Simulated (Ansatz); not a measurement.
Base system: MgO in the rock salt structure (space group Fm-3m, No. 225; a = 4.2149 Å).

Level of theory: DFT with PBEsol, PAW potentials and a 420 eV plane-wave cutoff in Ansatz (a program for electronic structure), no spin-orbit coupling, earlier PAW set.

Carriers are added at fixed cell with a uniform background; the Fermi–Dirac width is that of 300 K.

One change was made to it. Results:

| quantity | base | after |
|---|---|---|
| gap between the host's bands | 4.62 eV | 4.60 eV |
| gap character | direct at Γ | direct at Γ |
| Fermi level relative to the doped band's edge (positive inside the band; to 0.05 eV) | – | +0.85 eV |

### Question
Name the change that was made.
A) electrons 1.0×10^21 cm⁻³
B) electrons 2.0×10^22 cm⁻³
C) holes 2.0×10^22 cm⁻³
D) electrons 7.0×10^21 cm⁻³
E) holes 1.0×10^21 cm⁻³

### Answer
A, electrons 1.0×10^21 cm⁻³. For comparison, the Fermi level from band edge in the other runs: electrons 7.0×10^21 cm⁻³ gives +2.35 eV; holes 2.0×10^22 cm⁻³ gives +0.40 eV; electrons 2.0×10^22 cm⁻³ gives +3.35 eV; holes 1.0×10^21 cm⁻³ gives +0.05 eV.

Charged cell with a jellium background: band edges are those of the host's band count, energies are not comparable with the neutral cell, and many-body gap narrowing is missing. Gaps are Kohn–Sham eigenvalue differences; semilocal functionals usually give less than the measured gap. Whether these cells are dynamically stable was not tested.
